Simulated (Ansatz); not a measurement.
Results of PBEsol+SOC (PAW; Ansatz, a first-principles code) for HfC (model structure, F-43m, No. 216, 2 atoms in the cell).

Run with plane-wave cutoff 520 eV, 12×12×12 k mesh, Fermi–Dirac smearing 0.01 eV, PAW data made under PBE.

Cell (relaxed with PBEsol):

```yaml
crystal:
  lattice:
    - [0.00000, 2.49792, 2.49792]
    - [2.49792, 0.00000, 2.49792]
    - [2.49792, 2.49792, 0.00000]
  atoms:
    - { symbol: Hf, position: [0.00000, 0.00000, 0.00000] }
    - { symbol: C, position: [0.25000, 0.25000, 0.25000] }
```

Question: Predict the band gap, smallest direct gap on the k points sampled and direct gap at Γ.

Answer: 
band gap: 0.08 eV (indirect)
smallest direct gap on the k points sampled: 0.16 eV
direct gap at Γ: 5.69 eV

Note: the relaxation could raise the start's symmetry but not lower it, so the cell can be a saddle point; cell and atoms aren't relaxed at this level (pressure -0.8 GPa).

Static lattice: no zero-point or thermal effects.

A model structure was made by putting elements into a prototype or built by hand; it is no filed structure, need not be a known phase, and can be a saddle point held by its symmetry.
